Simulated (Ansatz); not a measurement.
P interstitial in zinc-blende AlP (start: void with 4Al nearest; 64-site cell, 2×2×2 shifted sampling). Computed with PBE, PAW (plane waves to 420 eV; Ansatz, an electronic-structure program). Total energies of the localised charge states, counted from that of charge +1, and their image corrections (point charge with alignment); the host's valence-band maximum lies at 4.794 eV on the cells' energy zero and its gap is 1.63 eV.

```
charge         moment (μB)  E − E(first) (eV)  correction (eV)
------  ------------------  -----------------  ---------------
+1      not spin-polarised              0.000            0.306
0                      1.0              6.131            0.000
−1      not spin-polarised             11.790           -0.006
```

**Question.** Derive the transition levels above the valence-band maximum and say which of them are thermodynamic.

**Answer.** A level is the Fermi energy at which two charges have equal formation energy: ε(q/q′) = [E(q′) + corr(q′) − E(q) − corr(q)] / (q − q′) − E_VBM.
ε(+1/0) = [(6.131 + 0.000) − (0.000 + 0.306)] / 1 − 4.794 = 1.03 eV
ε(0/−1) = [(11.790 + -0.006) − (6.131 + 0.000)] / 1 − 4.794 = 0.86 eV
Charge 0 lies above the lower envelope where its neighbours cross, so the level that counts is ε(+1/−1) = [(11.790 + -0.006) − (0.000 + 0.306)] / 2 − 4.794 = 0.95 eV.
Thermodynamic levels at least 0.1 eV inside the gap: (+1/−1) at 0.95 eV. They hold to tenths of an eV in this cell. Only the charges listed were compared. At charge −2 the carrier sat in host band states, shallow at most. Charge +2 has its level within 0.1 eV of a band edge or past it. The geometries come from one start. Flagged in the runs: a doubtful potential alignment, a strain field that reaches the edge of the cell.
